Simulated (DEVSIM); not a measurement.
Structure: illuminated Si p-on-n cell, one wavelength, at 300 K.

Layer 1 from the left is Si, thickness (μm) 0.600, Na (cm⁻³) 6.5e18, τn (s) 1.1e-8, τp (s) 2e-7, absorption coefficient (cm⁻¹) 12000. Layer 2 from the left is Si, thickness (μm) 75.0, Nd (cm⁻³) 2.3e16, τn (s) 5.5e-7, τp (s) 5.5e-7, absorption coefficient (cm⁻¹) 12000.

Left contact: ohmic, minority electron recombination velocity 500 cm/s. Right contact: ohmic, minority hole recombination velocity 70000 cm/s. Voltage is applied to the left contact. Recombination: SRH at mid-gap, radiative, Auger. Light enters at the left, 1.3e17 photons cm⁻² s⁻¹, one pass, no reflection. Mobility is μmin + (μ − μmin)/(1 + (N/Nref)^α).

Constants are typed, rounded textbook-type inputs, not results; the design itself was drawn at random and stands for no fabricated device. Values at 300 K.

Si: gap (eV) 1.124, affinity (eV) 4.05, permittivity 11.7, Nc (cm⁻³) 2.86e19, Nv (cm⁻³) 3.1e19, μn (cm²/Vs) 1417, μp (cm²/Vs) 470, μn,min 52, μp,min 45, Nref,n 9.7e16, Nref,p 2.2e17, αn 0.68, αp 0.72, B (cm³/s) 4.7e-15, Cn (cm⁶/s) 2.8e-31, Cp (cm⁶/s) 9.9e-32.

Model (solved in DEVSIM): 1D drift-diffusion, Boltzmann statistics, complete ionisation; no tunnelling, impact ionisation, image-force lowering or self-heating.

Dark forward current:

```tsv
|V| (V)	|J| (A/cm²)
0.05	4.899e-9
0.10	1.743e-8
0.15	5.210e-8
0.20	1.522e-7
0.25	4.602e-7
0.30	1.523e-6
0.35	5.900e-6
0.40	2.779e-5
0.45	0.0001554
0.50	0.0009691
0.55	0.006391
0.60	0.04310
0.65	0.2875
0.70	1.711
0.75	7.341
0.80	22.25
0.85	55.98
0.90	128.5
0.95	276.5
1.00	554.3
1.05	1017
1.10	1687
1.15	2537
```

Q: Work out the local ideality factor n = ΔV / (kT/q · ln(J2/J1)) between the rows 0.15 and 0.20 V, 0.55 and 0.60 V, 1.10 and 1.15 V.

A: kT/q = 25.85 mV. From 0.15 to 0.20 V: ln(1.522e-7/5.210e-8) = 1.072, n = 1.80. From 0.55 to 0.60 V: ln(0.04310/0.006391) = 1.909, n = 1.01, near the 1 of diffusion or emission over a barrier. From 1.10 to 1.15 V: ln(2537/1687) = 0.408, n = 4.74.

Q: What current could the absorbed light give at most, and what share is collected?

A: Σ αd = 90.7, so qΦ(1 − exp(−Σ αd)) = 20.8 mA/cm². The simulated short-circuit current is 20.12 mA/cm², a share of 0.97.

Q: Estimate the open-circuit voltage by superposition: the voltage at which the dark current equals that short-circuit current.

A: Interpolating ln J in the table gives 0.580 V. The simulation gives 0.580 V, the same within the digits that matter. Superposition holds where collection doesn't change with voltage.

Q: Estimate the fill factor from FF0 = (v − ln(v + 0.72))/(v + 1), v = qVoc/(nkT), with n from the dark curve.

A: The rows about Voc, 0.55 and 0.60 V, give n = 1.01, so v = 22.1 and FF0 = 0.822. The simulation gives 0.819, the same within the digits that matter.
